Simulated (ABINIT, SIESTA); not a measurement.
A SIESTA input for a self-consistent single point of BP (F-43m, 2 atoms in the cell) (DFT, GGA PBE, numerical atomic orbitals DZP, PseudoDojo PBE standard norm-conserving potentials (rewritten from UPF to PSML)):

```
# files in the folder: B.psml P.psml (PseudoDojo PBE standard)
SystemName  BP
SystemLabel siesta

NumberOfAtoms                2
NumberOfSpecies              2
%block ChemicalSpeciesLabel
  1 5 B
  2 15 P
%endblock ChemicalSpeciesLabel
LatticeConstant              1.0 Ang
%block LatticeVectors
     0.000000000    2.266070000    2.266070000
     2.266070000    0.000000000    2.266070000
     2.266070000    2.266070000    0.000000000
%endblock LatticeVectors
AtomicCoordinatesFormat      Fractional
%block AtomicCoordinatesAndAtomicSpecies
     0.000000000    0.000000000    0.000000000  1
     0.250000000    0.250000000    0.250000000  2
%endblock AtomicCoordinatesAndAtomicSpecies

XC.functional                GGA
XC.authors                   PBE
PAO.BasisSize                DZP
PAO.EnergyShift              0.01 Ry
MeshCutoff                   400 Ry
%block kgrid.MonkhorstPack
   10   0   0  0.0
    0  10   0  0.0
    0   0  10  0.0
%endblock kgrid.MonkhorstPack
OccupationFunction           FD
ElectronicTemperature        10 K

MaxSCFIterations             150
SCF.Mixer.Method             Pulay
SCF.Mixer.Weight             0.2
SCF.Mixer.History            6
SCF.DM.Tolerance             1.0E-05
Diag.ParallelOverK           true
WriteForces                  true
Charge.Mulliken              end
```

### Question
Translate this input to ABINIT.

### Answer
One input that does it (others would too):

```
# BP, PseudoDojo nc-sr-05 PBE standard
pp_dirpath "./"
pseudos "B.upf, P.upf"
acell 6.0560184023 6.0560184023 6.0560184023
rprim
         0.0000000000    0.7071067812    0.7071067812
         0.7071067812   -0.0000000000    0.7071067812
         0.7071067812    0.7071067812   -0.0000000000
natom 2
ntypat 2
znucl 5 15
typat 1 2
xcart
         0.0000000000    0.0000000000    0.0000000000
         2.1411258396    2.1411258396    2.1411258396
ecut 38
ixc 11
occopt 1
nband 8
kptopt 1
ngkpt 10 10 10
nshiftk 1
shiftk 0 0 0
nstep 100
tolvrs 1.0e-11
prtwf 0
prtden 0
```

Basis, cutoffs, solver keys and any potentials are the target program's own. This input uses DFT, PBE, plane waves, norm-conserving pseudopotentials (PseudoDojo nc-sr-05 PBE standard). Both were run: pressure 4.38 GPa in SIESTA and 1.63 in ABINIT; gap on the mesh 1.221 eV in SIESTA and 1.247 in ABINIT.

On ABINIT: the starting cell comes from a database of computed structures (which also holds hypothetical and non-ambient phases and stackings), without a prior relaxation at this level.

On SIESTA: the starting cell comes from a database of computed structures (which also holds hypothetical and non-ambient phases and stackings), without a prior relaxation at this level. Values carry the incompleteness of an atom-centred basis. With a pressure of about 4 GPa the cell is away from its equilibrium volume at this level.
